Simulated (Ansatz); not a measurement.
Take Se (space group P3_121, No. 152; a = 4.535 Å, c = 5.041 Å; made of chains) as the base.

(Cell as relaxed with PBE.)

Levels (all Ansatz, a first-principles code, PAW): PBE (420 eV, without spin-orbit coupling); r2SCAN (500 eV, no spin-orbit coupling).

Each level relaxes its own structure.

```csv
base,PBE,r2SCAN
volume per atom,29.92 Å³,29.25 Å³
lattice parameter a,453.5 pm,450.6 pm
band gap,1.04 eV,1.33 eV
```

Now apply this change: a hydrostatic pressure of 10 GPa.

```tsv
quantity	PBE	r2SCAN
lattice parameter a	374.6 pm	…
band gap	zero	…
c/a ratio	1.377	…
```

What does r2SCAN give?


- lattice parameter a, r2SCAN: 378.0 pm
- band gap, r2SCAN: 0.29 eV
- c/a ratio, r2SCAN: 1.353

PBE's lattice parameter a lies 3.4 pm below r2SCAN's (0.9 %); they disagree on the band gap; PBE's c/a ratio lies 0.024 above r2SCAN's. Neither level is exact; r2SCAN is the comparison here, not a measurement.

From pressure 10 GPa on, the axis ratios lie over 15 % from the base's, so the cell there is far from its starting form. Load acts through the strain it causes; cell and atoms are relaxed under it. No phonon test of stability was made. No other phases were tried under pressure. No dispersion term is included, though the crystal is made of layers, chains or molecules, so its spacings can come out too wide. Gaps under 0.05 eV, about the width of the smearing, are given as zero. The zero or small gap of Se under pressure 10 GPa can change with the level of theory.
